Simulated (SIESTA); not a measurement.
Band structure of BN (F-43m, 2 atoms in the cell).

```yaml
crystal:
  lattice:
    - [0.00000, 1.80750, 1.80750]
    - [1.80750, 0.00000, 1.80750]
    - [1.80750, 1.80750, 0.00000]
  atoms:
    - { symbol: B, position: [0.00000, 0.00000, 0.00000] }
    - { symbol: N, position: [0.25000, 0.25000, 0.25000] }
```

Computed with GGA PBE, numerical atomic orbitals DZP, PseudoDojo PBE standard norm-conserving potentials (rewritten from UPF to PSML) (SIESTA).

Settings: XC.functional = GGA; XC.authors = PBE; potentials = PseudoDojo PBE standard; PAO.BasisSize = DZP; PAO.EnergyShift = 0.005 Ry; MeshCutoff = 300 Ry; kgrid.MonkhorstPack = 11 11 11; OccupationFunction = FD; ElectronicTemperature = 0.01 eV; MaxSCFIterations = 150; SCF.Mixer.Method = Pulay; SCF.Mixer.Weight = 0.25; SCF.Mixer.History = 8; SCF.DM.Tolerance = 1.0E-05.

The starting cell has typed, rounded lattice constants, without a prior relaxation at this level. Values carry the incompleteness of an atom-centred basis.

Predict the gap along the standard path and the places of the band edges.

The gap along the path is 4.55 eV, from Γ to X; the smallest direct gap on it is 8.88 eV.

Levels in eV from the top of the valence band on the path, bands 1 to 5:
```json
[
 {"point": "Γ", "1": "-20.18", "2": "0.00", "3": "0.00", "4": "0.00", "5": "8.88"},
 {"point": "X", "1": "-14.62", "2": "-8.92", "3": "-4.93", "4": "-4.93", "5": "4.55"},
 {"point": "W", "1": "-14.29", "2": "-7.59", "3": "-6.95", "4": "-6.52", "5": "9.78"},
 {"point": "K", "1": "-14.53", "2": "-8.13", "3": "-7.66", "4": "-4.10", "5": "7.06"},
 {"point": "L", "1": "-15.98", "2": "-10.70", "3": "-1.96", "4": "-1.96", "5": "10.58"},
 {"point": "U", "1": "-14.53", "2": "-8.13", "3": "-7.66", "4": "-4.10", "5": "7.06"}
]
```

Higher empty bands are left out: an atom-centred basis made for the valence describes them poorly.
